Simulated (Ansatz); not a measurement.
Input:

```xyz
1
Lattice="0.0160 1.7858 1.7916 1.7767 -0.0026 1.8102 1.7704 1.7981 0.0038" Properties=species:S:1:pos:R:3 pbc="T T T"
Cu     0.0000     0.0000     0.0000
```

No spin polarisation.

Level of theory: r2SCAN/PAW in Ansatz (an electronic-structure program), no SOC, earlier PAW set. Γ-centred 32×32×32 mesh, Fermi–Dirac width 0.1 eV.

**Question.** Estimate the stress (xx, yy, zz, yz, xz, xy; compression positive).

**Answer.** (1.7, 0.8, 0.7, 0.7, -1.2, -0.5) GPa.

**Question.** What is the computed band gap?

**Answer.** Zero.

The cells carry an imposed strain or load. Stability against distortions was not tested. All final runs are without spin polarisation. The cell was made from Cu in the fcc (Cu type) structure (space group Fm-3m, No. 225) by this change: strain tensor (xx, yy, zz, yz, xz, xy) = (−1.34, +0.21, +0.53, −0.42, +0.63, +0.27) %.
